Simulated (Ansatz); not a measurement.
Partial pair distribution functions of a relaxed model of amorphous La₁₂Si₁₂O₄₂, broadened by 0.06 Å; density 4.48 g/cm³. Computed with PBE, scalar-relativistic without spin-orbit coupling (plane waves to 420 eV, PAW; Ansatz, a quantum-chemistry and plane-wave program).

Preparation: random packing, a CHGNet melt and quench, and a DFT relaxation. O atoms were pushed apart under 1.9 Å during the dynamics, to hinder bonds among them. The hot cell started wider than the set density and was brought back towards it in steps. It is the lowest in DFT energy of 2 quenches. It is a model cell: composition and starting density were chosen by hand, and all elements were melted together. No dispersion term was used. Its density started from a set value of 4.40 and ended at 4.48 g/cm³. The simulated quench (nominally 280 K/ps over its main leg) is rapid and tends to freeze in more defects than a deposited or slowly cooled glass has. A cell of this size samples the disorder only roughly. The volume was free in the relaxation, at fixed shape. Stress components on the final sampling reach 1.4 GPa.

| r (Å) | g La-O | g Si-O | g La-La | g Si-Si |
|---|---|---|---|---|
| 1.40 | 0.00 | 0.02 | 0.00 | 0.00 |
| 1.50 | 0.00 | 1.64 | 0.00 | 0.00 |
| 1.60 | 0.00 | 13.80 | 0.00 | 0.00 |
| 1.70 | 0.00 | 11.36 | 0.00 | 0.00 |
| 1.80 | 0.00 | 1.00 | 0.00 | 0.00 |
| 1.90 | 0.00 | 0.01 | 0.00 | 0.00 |
| 2.00 | 0.01 | 0.00 | 0.00 | 0.00 |
| 2.10 | 0.20 | 0.00 | 0.00 | 0.00 |
| 2.20 | 1.07 | 0.00 | 0.00 | 0.00 |
| 2.30 | 2.05 | 0.00 | 0.00 | 0.00 |
| 2.40 | 3.97 | 0.00 | 0.00 | 0.00 |
| 2.50 | 5.19 | 0.00 | 0.00 | 0.00 |
| 2.60 | 3.71 | 0.00 | 0.00 | 0.00 |
| 2.70 | 1.64 | 0.00 | 0.00 | 0.00 |
| 2.80 | 1.22 | 0.00 | 0.00 | 0.26 |
| 2.90 | 0.64 | 0.03 | 0.00 | 1.75 |
| 3.00 | 0.16 | 0.12 | 0.00 | 2.62 |
| 3.10 | 0.19 | 0.22 | 0.00 | 4.11 |
| 3.20 | 0.39 | 0.45 | 0.00 | 2.52 |
| 3.30 | 0.24 | 0.76 | 0.00 | 0.36 |
| 3.40 | 0.40 | 0.97 | 0.00 | 0.01 |
| 3.50 | 0.42 | 0.95 | 0.08 | 0.00 |
| 3.60 | 0.62 | 1.50 | 0.94 | 0.00 |
| 3.70 | 0.90 | 1.65 | 1.69 | 0.00 |
| 3.80 | 0.86 | 1.11 | 1.82 | 0.05 |
| 3.90 | 0.95 | 0.94 | 3.02 | 0.44 |
| 4.00 | 1.03 | 0.75 | 3.46 | 0.52 |
| 4.10 | 0.97 | 1.35 | 1.93 | 0.40 |
| 4.20 | 0.84 | 1.86 | 2.68 | 0.54 |
| 4.30 | 1.03 | 1.94 | 3.05 | 0.75 |
| 4.40 | 1.21 | 1.40 | 2.17 | 1.26 |
| 4.50 | 1.13 | 1.14 | 0.75 | 1.65 |
| 4.60 | 1.33 | 1.00 | 0.42 | 1.25 |
| 4.70 | 1.08 | 0.71 | 0.52 | 0.76 |
| 4.80 | 1.09 | 0.89 | 0.25 | 0.95 |
| 4.90 | 1.02 | 0.81 | 0.14 | 0.97 |
| 5.00 | 1.32 | 0.60 | 0.61 | 1.26 |

Within 3.02 Å each La has 6.67 O neighbours on average.
